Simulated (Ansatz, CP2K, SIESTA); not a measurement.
**One structure in several programs: SrGe₂Rh₂ (P1, 5 atoms in the cell)**

Self-consistent single point, at a second geometry (atoms moved at random). First geometry:

```yaml
crystal:
  lattice:
    - [-2.09918, 2.09918, 5.42021]
    - [2.09918, -2.09918, 5.42021]
    - [2.09918, 2.09918, -5.42021]
  atoms:
    - { symbol: Sr, position: [0.00000, 0.00000, 0.00000] }
    - { symbol: Ge, position: [0.63367, 0.63367, 0.00000] }
    - { symbol: Ge, position: [0.36633, 0.36633, 0.00000] }
    - { symbol: Rh, position: [0.25000, 0.75000, 0.50000] }
    - { symbol: Rh, position: [0.75000, 0.25000, 0.50000] }
```

Second geometry:
```
CELL_PARAMETERS angstrom
     -2.09918     2.09918     5.42021
      2.09918    -2.09918     5.42021
      2.09918     2.09918    -5.42021
ATOMIC_POSITIONS crystal
  Sr 0.99504 0.01404 0.00700
  Ge 0.63436 0.64427 0.00802
  Ge 0.36904 0.35826 0.99904
  Rh 0.25148 0.74799 0.49780
  Rh 0.75008 0.23544 0.48814
```

Shared settings, as Ansatz (a program for electronic structure) writes them: kpoints.mp_grid.grid = 7 7 7; scf.occupations.method = gaussian; scf.occupations.width = 0.05 eV. Potentials and cutoffs stand in the table.

| code | model | ΔF from the first geometry (meV/atom) | pressure (GPa) | largest force (eV/Å) | cutoff |
|---|---|---|---|---|---|
| Ansatz | PBEsol, PAW files made with PBE | 12.6 | -1.38 | 1.056 | default |
| SIESTA | GGA PBEsol, numerical atomic orbitals DZP, PseudoDojo PBEsol standard norm-conserving potentials (rewritten from UPF to PSML) | 18.1 | 4.56 | 1.274 | grid 350 Ry |
| CP2K | PBEsol, GPW, DZVP-MOLOPT-SR-GTH basis, GTH-PBE potentials (GTH_POTENTIALS) | 15.5 | 2.00 | 1.135 | grid 500 Ry |

Size of the force on each atom (eV/Å): Sizes of forces hide their directions.

| code | Sr1 | Ge2 | Ge3 | Rh4 | Rh5 |
|---|---|---|---|---|---|
| Ansatz | 0.232 | 0.912 | 0.456 | 0.282 | 1.056 |
| SIESTA | 0.403 | 1.199 | 0.767 | 0.328 | 1.274 |
| CP2K | 0.254 | 1.097 | 0.675 | 0.309 | 1.135 |

On Ansatz's run: spin polarisation is off.

The spread over the programs that give each value: ΔF from the first geometry within 5.5 meV/atom; pressure within 5.94 GPa; largest force within 0.218 eV/Å.

SIESTA and CP2K use small atom-centred bases, whose incompleteness enters pressures, forces and empty levels differently from a plane-wave cutoff. Ansatz's pressure is given at a fixed set of plane waves, as the other plane-wave codes print theirs; with its correction for the finite basis it is -1.33 GPa.

The starting cell comes from a database of computed structures (which also holds hypothetical and non-ambient phases and stackings), without a prior relaxation at this level. For this run, on top of that: atoms moved at random.

Keys are those of Ansatz 0.2.
